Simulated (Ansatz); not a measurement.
The structure below was relaxed with Ansatz (a quantum-chemistry and plane-wave program) PBEsol, no SOC.

Space group Fm-3m (No. 225); a = b = c = 6.102 Å, α = β = γ = 90.00°

```json
[
 {"atom": "Pb", "site": "4a", "symmetry": "m-3m", "x": "0.0000", "y": "0.0000", "z": "0.0000"},
 {"atom": "Se", "site": "4b", "symmetry": "m-3m", "x": "0.5000", "y": "0.5000", "z": "0.5000"}
]
```

### Question
Write out a cell with all atoms.

### Answer
```xyz
8
Lattice="6.1016 0.0000 0.0000 0.0000 6.1016 0.0000 0.0000 0.0000 6.1016" Properties=species:S:1:pos:R:3 pbc="T T T"
Pb     0.0000     0.0000     0.0000
Se     3.0508     0.0000     0.0000
Pb     0.0000     3.0508     3.0508
Se     3.0508     3.0508     3.0508
Pb     3.0508     0.0000     3.0508
Se     0.0000     0.0000     3.0508
Pb     3.0508     3.0508     0.0000
Se     0.0000     3.0508     0.0000
```
This is the conventional cell.

Stability against distortions was not tested. The cell was made from GeSe by this change: Ge → Pb.
